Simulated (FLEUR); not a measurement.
Input and output of a self-consistent single point for MnZn3 (P-6m2, 4 atoms in the cell) (FLEUR).

Level of theory: FLEUR with PBEsol, all-electron FLAPW (FLEUR), scalar-relativistic valence.

The change in words: lattice scaled by 0.98. Reference geometry:
```
CELL_PARAMETERS angstrom
      2.72498     0.00000     0.00000
     -1.36249     2.35990     0.00000
      0.00000     0.00000     8.76211
ATOMIC_POSITIONS crystal
  Mn 0.66667 0.33333 0.00000
  Zn 0.66667 0.33333 0.50000
  Zn 0.33333 0.66667 0.24142
  Zn 0.33333 0.66667 0.75858
```
Moments meant for the start (each program seeds them in its own way; μB, in the order of the atoms Mn Zn Zn Zn): 4.0 0.0 0.0 0.0.

Reference input (self-consistent single point, DFT, PBEsol, all-electron FLAPW (FLEUR), scalar-relativistic valence): Kmax = 4.3 1/bohr; GmaxXC = 17.2 1/bohr; xcFunctional = PBEs; jspins = 2; l_soc = F; mode = gauss; fermiSmearingEnergy = 0.00367493 Htr; mesh (inpgen div1-3) = 11 11 3; inpgen gamma flag = false; Gmax = 17.2 1/bohr; numbands = 0; maxIterBroyd = 15. This run's input differs from it in these lines:

```diff
@@ -3,5 +3,5 @@
 &input film=f /
-5.1494659989 -0.0000000241 0.0000000000
--2.5747329786 4.4595683831 0.0000000000
-0.0000000000 0.0000000000 16.5579881738
+5.0464763447 -0.0000001214 0.0000000000
+-2.5232380672 4.3703767748 0.0000000000
+0.0000000000 0.0000000000 16.2268287883
 1.0
@@ -46,5 +46,5 @@
          <bravaisMatrix>
-            <row-1>    5.1494659989000002    -0.0000000241000000     0.0000000000000000</row-1>
-            <row-2>   -2.5747329786000002     4.4595683830999997     0.0000000000000000</row-2>
-            <row-3>    0.0000000000000000     0.0000000000000000    16.5579881737999983</row-3>
+            <row-1>    5.0464763447000003    -0.0000001214000000     0.0000000000000000</row-1>
+            <row-2>   -2.5232380671999999     4.3703767748000004     0.0000000000000000</row-2>
+            <row-3>    0.0000000000000000     0.0000000000000000    16.2268287883000006</row-3>
          </bravaisMatrix>
```

Log, with long lists cut:

```
 Iteration:     1   Distance:      27.20112863 me/bohr^3
 Iteration:     2   Distance:      12.17808473 me/bohr^3
 Iteration:     3   Distance:      12.48678734 me/bohr^3
 Iteration:     4   Distance:      13.24255777 me/bohr^3
 Iteration:     5   Distance:       7.83282789 me/bohr^3
   [... 39 lines left out ...]
 Iteration:    45   Distance:       0.00004829 me/bohr^3
 Iteration:    46   Distance:       0.00002172 me/bohr^3
 Iteration:    47   Distance:       0.00001433 me/bohr^3
 Iteration:    48   Distance:       0.00000555 me/bohr^3
 Reset of history
 Run finished successfully
 Stop message:
   Structural relaxation: new displacements generated

[file out, last iteration]
             iter=     49
[...]
          total density-effective poten   -1.0400331518E+04
          total charge density-energy d   -2.6194920029E+02
 Updated energy parameters for spin:           1
 Updated energy parameters for spin:           2
[...]
 fermi energy and band-weighting factors:

[...]
FERMIE:
          first approx. to ef    (T=0)  :   0.331869 htr   (energy of the highest occ. eigenvalue)
          number of occ. states  (T=0)  :       1635
          first approx. to seigv (T=0)  :  -8.860588 htr
          sum of weights of occ. states :  51.024793
          sum of semicore charge        :   0.000000 e
          fermi energy=   0.33197 har   work function=  -9.03337 ev
   [... lines left out ...]
          total moment                 =     1.99622
 Direct bandgap for spin            1 :    2.7237645003880373E-002  Htr
 Direct bandgap for spin            2 :    5.2793107560910046E-003  Htr
   [... lines left out ...]
          interst. charge =       2.235555
          mt charge=              7.934849    5.427459    5.450122
          total charge for spin  2=   24.501887
          interst. charge =       2.263040
          mt charge=              5.828131    5.445519    5.482598
          total charge  =   50.999993
               n    l     j    energy       weight
          atom type    1  (spin 1)
          0.00000000  electrons lost from core.
```

The run converged in 48 iterations. FLEUR gives forces in its relaxation mode, with a further iteration, so its stop message speaks of a relaxation. Against the reference run the total energy drops by 21.5 meV/atom, the largest force goes from 0.043 to 0.004 eV/Å and the size of the net moment goes from 0.61 to 0.50 μB/atom.

The starting cell comes from a database of computed structures (which also holds hypothetical and non-ambient phases and stackings), without a prior relaxation at this level. For this run, on top of that: lattice scaled by 0.98. With one magnetic atom in the cell only a parallel order is possible. Values depend on the basis (sphere radii, cutoffs, local orbitals), which need not be converged. The log's line on a gap gives a spacing of levels on this mesh, which the program prints for metals too.

Cost on one core of a shared machine: roughly 10 min.
